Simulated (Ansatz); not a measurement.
Band structure of SiRu (I4_1md, 4 atoms in the cell).

```
CELL_PARAMETERS angstrom
     -1.61562     1.61562     5.46970
      1.61562    -1.61562     5.46970
      1.61562     1.61562    -5.46970
ATOMIC_POSITIONS crystal
  Ru 0.75000 0.75000 0.00000
  Ru 0.50000 0.00000 0.50000
  Si 0.16600 0.16600 0.00000
  Si 0.91600 0.41600 0.50000
```

Method: PBE with spin-orbit coupling (plane waves, PAW; Ansatz, an electronic-structure program).

Settings: kpoints.mp_grid.grid = 14 14 14; hamiltonian.xc = pbe; hamiltonian.pseudopotentials = {kind: paw} (the program's default PAW files); magnetization.noncollinear = true; magnetization.spin_orbit = true; scf.occupations.method = fermi_dirac; scf.occupations.width = 0.1 eV; kpoints.band_path.npoints = 10.

The starting cell was generated: these elements placed on a structure prototype, without a prior relaxation; it need not be a known phase or ordering of this composition.

Levels in eV from the Fermi level, bands 37 to 44:
| point | 37 | 38 | 39 | 40 | 41 | 42 | 43 | 44 |
|---|---|---|---|---|---|---|---|---|
| Γ | -1.64 | -1.64 | -1.13 | -1.13 | 0.86 | 0.86 | 3.55 | 3.55 |
| X | -0.14 | -0.14 | -0.14 | -0.14 | 0.49 | 0.49 | 0.59 | 0.59 |
| Y | -0.23 | -0.23 | -0.19 | -0.19 | 0.59 | 0.59 | 0.67 | 0.67 |
| S | -0.90 | -0.87 | -0.71 | -0.65 | 0.00 | 0.00 | 1.01 | 1.05 |
| Z | -0.58 | -0.58 | -0.58 | -0.58 | 1.36 | 1.36 | 1.36 | 1.36 |
| S1 | -0.90 | -0.87 | -0.71 | -0.65 | 0.00 | 0.00 | 1.01 | 1.05 |
| N | -1.01 | -1.01 | -0.57 | -0.57 | -0.02 | -0.02 | 1.08 | 1.08 |
| P | -0.14 | -0.14 | -0.13 | -0.13 | 0.41 | 0.46 | 0.46 | 0.51 |
| Y1 | -0.23 | -0.23 | -0.19 | -0.19 | 0.59 | 0.59 | 0.67 | 0.67 |

Bands cross the Fermi level along this path, so the cell is metallic at this level.

The net moment of the cell came out as 0.00 μB.

Keys are those of Ansatz 0.2.
